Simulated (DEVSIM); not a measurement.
Structure: Ru/TiO2/p-InP capacitor, at 400 K.

Layer 1 from the left is TiO2, thickness (nm) 4.50. Layer 2 from the left is InP, thickness (nm) 870, Na (cm⁻³) 5.1e17.

Metal gate on the left, work function 4.7 eV. Fixed charge at the semiconductor interface 0 cm⁻² (in units of +e); interface traps 3.2e10 cm⁻² eV⁻¹, uniform in energy, neutral level at 0.3 of the gap above the valence band.

Constants are typed, rounded textbook-type inputs, not results; the design itself was drawn at random and stands for no fabricated device. Values at 300 K; Nc and Nv go as T^1.5, mobilities as T to minus their exponent, the gap by Varshni's rule with the affinity fixed.

TiO2: gap (eV) 3.2, affinity (eV) 3.9, permittivity 60. InP: gap (eV) 1.344, affinity (eV) 4.38, permittivity 12.5, Nc (cm⁻³) 5.7e17, Nv (cm⁻³) 1.1e19, Varshni α (eV/K) 0.000363, Varshni β (K) 162.

Simulated with DEVSIM: 1D Poisson equation in equilibrium, Boltzmann statistics, complete ionisation; no quantum confinement or tunnelling. Metal contacts follow the ideal Schottky-Mott rule: no Fermi-level pinning, no interface dipoles.

**Question.** What does the simulation give for the flat-band voltage, the minimum of the low-frequency capacitance?

**Answer.** flat-band voltage -0.87 V; minimum of the low-frequency capacitance 0.218 μF/cm².
